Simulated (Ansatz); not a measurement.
# Hexagonal WC

Level of theory: r²SCAN+rVV10 in Ansatz (PAW).

Numerical settings: plane-wave cutoff 560 eV, 24×24×20 k mesh (along the axes of the cell as run), Fermi–Dirac smearing 0.05 eV, no spin polarisation, scalar-relativistic PAW data made under PBE.

Cell (relaxed at this level):

```cif
data_CW
_chemical_formula_sum 'W1 C1'
_space_group_name_H-M_alt 'P 1'
_space_group_IT_number 1
_cell_length_a 2.90686
_cell_length_b 2.90686
_cell_length_c 2.83240
_cell_angle_alpha 90.000
_cell_angle_beta 90.000
_cell_angle_gamma 120.000
loop_
_space_group_symop_operation_xyz
  'x, y, z'
loop_
_atom_site_label
_atom_site_type_symbol
_atom_site_fract_x
_atom_site_fract_y
_atom_site_fract_z
_atom_site_occupancy
W1 W 0.00000 0.00000 0.00000 1
C1 C 0.33333 0.66667 0.50000 1
```

```yaml
bulk_modulus: 407 GPa
band_gap: zero (no gap)
pressure derivative B′ of the bulk modulus: 4.2
```

Measured, for comparison: bulk modulus 384 ± 0.8 GPa (room temperature, not corrected to a static lattice, adiabatic, ultrasonic, our sources range from 377 to 412; as tabulated in Compression behavior of WC and WC-6%Co up to 50 GPa (OSTI 1006718)). Computed (rounded) less measured: bulk modulus +6 % (inside the range of the sources held).

Note: the bulk modulus comes from volumes at which shape and atoms were relaxed.

Spin–orbit coupling is not included.

The computed numbers hold no vibrational or temperature effects.

It cost about 8 core-minutes (a rough figure) of CPU time.

Ansatz is an electronic-structure program.
